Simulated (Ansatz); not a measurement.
The reference is AlN in the wurtzite structure (space group P6_3mc, No. 186).

```
AlN
1.0
    3.13023     0.00000     0.00000
   -1.56512     2.71086     0.00000
    0.00000     0.00000     5.01801
Al N
2 2
Cartesian
  0.00000   1.80724   0.00116
  1.56512   0.90362   2.51016
  0.00000   1.80724   1.91572
  1.56512   0.90362   4.42472
```

Cartesian axes are those of the cell as printed.

Computed with Kohn–Sham DFT with the PBE functional, run in Ansatz (an electronic-structure program) with PAW and 420 eV plane waves, spin-orbit coupling left out.

The change: an isotropic linear strain of −2.40 %; the atoms relax in the strained cell.

### Question
Predict the stress tensor and what it implies for the stiffness.

### Answer
Stress of the strained cell less that of the base (GPa, compression positive):
```
  16.73    0.00    0.00
   0.00   16.73    0.00
   0.00    0.00   15.26
```

Then B = −ΔP/(ΔV/V₀) with ΔV/V₀ = -0.0703 gives secant stiffness values (nonlinear terms included at this strain): B (at held cell shape, above the free-shape value) ≈ 231 GPa.

As a check, the harmonic strain energy −½ V₀ Δσ:ε is 39 meV/atom; the computed energy rise is 36 meV/atom.

Whether these cells are dynamically stable was not tested.
